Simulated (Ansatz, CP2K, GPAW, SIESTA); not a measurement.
**Code comparison for BaZrO₃ (Pm-3m, 5 atoms in the cell)**

Band-structure calculation.

```
CELL_PARAMETERS angstrom
      4.19000     0.00000     0.00000
      0.00000     4.19000     0.00000
      0.00000     0.00000     4.19000
ATOMIC_POSITIONS crystal
  Ba 0.00000 0.00000 0.00000
  Zr 0.50000 0.50000 0.50000
  O  0.50000 0.00000 0.50000
  O  0.00000 0.50000 0.50000
  O  0.50000 0.50000 0.00000
```

Shared settings, as Ansatz (a first-principles code) writes them: kpoints.mp_grid.grid = 8 8 8; scf.occupations.method = fermi_dirac; scf.occupations.width = 0.02 eV. Potentials and cutoffs stand in the table.

| code | model | gap along the path (eV) | smallest direct gap (eV) | cutoff |
|---|---|---|---|---|
| CP2K | PBE, GPW, DZVP-MOLOPT-PBE-GTH basis, GTH-PBE potentials (POTENTIAL_UZH) | 3.14 | 3.40 | grid 500 Ry |
| SIESTA | GGA PBE, numerical atomic orbitals DZP, PseudoDojo PBE standard norm-conserving potentials (rewritten from UPF to PSML) | 3.19 | 3.38 | grid 300 Ry |
| Ansatz | PBE, default PAW files | 3.24 | 3.44 | 420 eV |
| GPAW | PBE, GPAW PAW datasets PBE (gpaw-data 1.0.1) | 3.20 | 3.42 | 900 eV |

The spread over the programs that give each value: gap along the path within 0.10 eV; smallest direct gap within 0.06 eV.

CP2K and SIESTA use small atom-centred bases, whose incompleteness enters pressures, forces and empty levels differently from a plane-wave cutoff.

The starting cell has typed, rounded lattice constants, without a prior relaxation at this level.

Left out of this page: FLEUR (not drawn, or without a comparable value).

Keys are those of Ansatz 0.2.
